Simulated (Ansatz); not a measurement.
A calculation on CsCl-type CuZn returned lattice constant a 2.964 Å, formation enthalpy -0.091 eV/atom.

For reference: lattice constant a 2.958 Å (measured, temperature not stated, no zero-point or thermal correction; as tabulated in First-Principles Study on the Electrical and Thermal Conductivities of Cu–Zn …); formation enthalpy -0.124 eV/atom (measured, temperature not stated, not corrected to a static lattice; as tabulated in Nepal et al. (2020), arXiv:2007.11150).

### Question
Which level of theory produced these numbers?
A. PBE-D3(BJ) (Ansatz, a program for electronic structure)
B. r²SCAN (Ansatz)
C. PBE-D4 (Ansatz)
D. PBE (Ansatz)

### Answer
D, PBE (Ansatz)

The others give: PBE-D3(BJ) 2.911 Å, -0.098 eV/atom; r²SCAN 2.919 Å, -0.108 eV/atom; PBE-D4 2.921 Å, -0.092 eV/atom.

Unless a cell is named, each level is at its own relaxed cell (PBE 13.02, PBE-D3(BJ) 12.33, PBE-D4 12.46, r²SCAN 12.44 Å³/atom).

Ansatz's density-functional and Hartree–Fock values are scalar-relativistic unless marked +SOC, with PAW data made under PBE.
